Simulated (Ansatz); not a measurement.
bcc Tl (high-temperature phase), treated with LDA in Ansatz (PAW).

Run with plane-wave cutoff 520 eV, 20×20×20 k mesh, Fermi–Dirac smearing 0.05 eV, scalar-relativistic PAW data made under PBE.

Cell (relaxed at this level):

```
Tl
1.0
   -1.89642     1.89642     1.89642
    1.89642    -1.89642     1.89642
    1.89642     1.89642    -1.89642
Tl
1
Cartesian
  0.00000   0.00000   0.00000
```

### Question
Predict the bulk modulus B0.

### Answer

* **bulk modulus B0**: 42.6 GPa

The run finds no gap.

Note: the bulk modulus is −V dP/dV from two relaxed cells at ±2 % in volume; symmetry holds this phase in the static calculation, where it need not be a minimum; held by symmetry at 0 K, a high-temperature phase can be a saddle point; the volume lies 7 % below that of the published cell.

Spin–orbit coupling is not included; it can shift volumes and moduli of such heavy elements.

Static lattice: no zero-point or thermal effects.

It cost around 60 core-seconds (rough) of CPU time.

Ansatz is a first-principles code.
